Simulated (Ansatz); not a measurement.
The reference is TiB2 (space group P6/mmm, No. 191; a = 3.0324 Å, c = 3.2238 Å; relaxed with 0.1 eV smearing). Axes: x lies along a and z along c of the hexagonal cell.

The values are results of Kohn–Sham DFT with the PBE functional, run in Ansatz (a program for electronic structure) with PAW and 420 eV plane waves, without spin-orbit coupling, not measurements.

Strains are applied to the cell and any free atomic positions relax.

One change was made to it. Results:

| quantity | base | after |
|---|---|---|
| energy relative to the base (free energy F) | 0 meV/atom | +0.3 meV/atom |
| pressure (mean of the normal stresses, compression positive) | 0.0 GPa | 1.1 GPa |

Name the change that was made.
(A) uniaxial strain ε_zz = −2.00 %
(B) uniaxial strain ε_zz = −3.00 %
(C) uniaxial strain ε_zz = +2.00 %
(D) uniaxial strain ε_zz = +1.00 %
(E) uniaxial strain ε_zz = −0.50 %

E, uniaxial strain ε_zz = −0.50 %. For comparison, the pressure in the other runs: uniaxial strain ε_zz = −2.00 % gives 4.7 GPa; uniaxial strain ε_zz = +2.00 % gives -4.1 GPa; uniaxial strain ε_zz = −3.00 % gives 7.2 GPa; uniaxial strain ε_zz = +1.00 % gives -2.1 GPa.

Whether these cells are dynamically stable was not tested. All final runs are without spin polarisation.
